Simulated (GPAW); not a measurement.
Band structure of LaCu₂ (P6/mmm, 3 atoms in the cell).

```xyz
3
Lattice="4.3003 0.0000 0.0000 -2.1501 3.7242 0.0000 0.0000 0.0000 3.8510" Properties=species:S:1:pos:R:3 pbc="T T T"
La     0.0000     0.0000     0.0000
Cu     0.0000     2.4828     1.9255
Cu     2.1501     1.2414     1.9255
```

Level of theory: LDA (Perdew-Wang 92), GPAW PAW datasets LDA (gpaw-data 1.0.1) (plane waves; GPAW).

Settings: mode = pw; ecut = 850 eV; xc = LDA; kpts = 9 9 9; mesh shift (steps) = 0 0 0; occupations.name = fermi-dirac; occupations.width = 0.05 eV; nbands = -7; convergence.forces = 0.001 eV/Å; symmetry.symmorphic = false; symmetry.tolerance = 0.0005; maxiter = 150; bandpath_npoints = 40.

The starting cell comes from a database of computed structures (which also holds hypothetical and non-ambient phases and stackings), without a prior relaxation at this level. Spin polarisation is off.

Levels in eV from the Fermi level, bands 13 to 20:
| point | 13 | 14 | 15 | 16 | 17 | 18 | 19 | 20 |
|---|---|---|---|---|---|---|---|---|
| Γ | -2.89 | -2.76 | -2.76 | 0.24 | 0.24 | 0.49 | 1.57 | 1.67 |
| M | -2.94 | -2.56 | -2.44 | -1.73 | 0.57 | 1.10 | 1.42 | 1.86 |
| K | -2.49 | -2.09 | -1.85 | -1.85 | -1.67 | 1.67 | 1.76 | 1.76 |
| A | -2.64 | -2.61 | -2.61 | -2.56 | 1.49 | 1.49 | 1.57 | 1.88 |
| L | -2.63 | -2.42 | -2.07 | -0.98 | -0.68 | -0.62 | 1.11 | 1.87 |
| H | -2.67 | -2.67 | -2.53 | -2.08 | 0.18 | 0.18 | 1.42 | 1.88 |

Bands cross the Fermi level along this path, so the cell is metallic at this level.
